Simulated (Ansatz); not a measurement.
We consider Ca3SnH2 (Cmcm, No. 63, 12 atoms in the cell; start COD 4323536), described by PBEsol (PAW; Ansatz, a first-principles code).

Numerical settings: plane-wave cutoff 520 eV, 6×6×8 k mesh (along the axes of the cell as run), Fermi–Dirac smearing 0.01 eV, scalar-relativistic PAW data made under PBE.

Cell (measured lattice):

```cif
data_H4Ca6Sn2
_chemical_formula_sum 'Sn2 Ca6 H4'
_space_group_name_H-M_alt 'P 1'
_space_group_IT_number 1
_cell_length_a 7.20947
_cell_length_b 7.20947
_cell_length_c 5.22000
_cell_angle_alpha 90.000
_cell_angle_beta 90.000
_cell_angle_gamma 104.113
loop_
_space_group_symop_operation_xyz
  'x, y, z'
loop_
_atom_site_label
_atom_site_type_symbol
_atom_site_fract_x
_atom_site_fract_y
_atom_site_fract_z
_atom_site_occupancy
Sn1 Sn 0.69300 0.30700 0.75000 1
Sn2 Sn 0.30700 0.69300 0.25000 1
Ca1 Ca 0.40940 0.18640 0.25000 1
Ca2 Ca 0.59060 0.81360 0.75000 1
Ca3 Ca 0.18640 0.40940 0.75000 1
Ca4 Ca 0.81360 0.59060 0.25000 1
Ca5 Ca 0.11050 0.88950 0.75000 1
Ca6 Ca 0.88950 0.11050 0.25000 1
H1 H 0.14900 0.14900 0.50000 1
H2 H 0.85100 0.85100 0.50000 1
H3 H 0.85100 0.85100 0.00000 1
H4 H 0.14900 0.14900 0.00000 1
```

Q: Give the computed band gap.

A: 
* **band gap**: 0.13 eV

Note: the file's cell can be that of a phase stable at another temperature; cell and atoms aren't relaxed at this level (largest force component 0.10 eV/Å, pressure -1.2 GPa).

Spin–orbit coupling is not included.

Static lattice: no zero-point or thermal effects.

Cost on a shared machine: about 3 core-minutes (a rough figure).
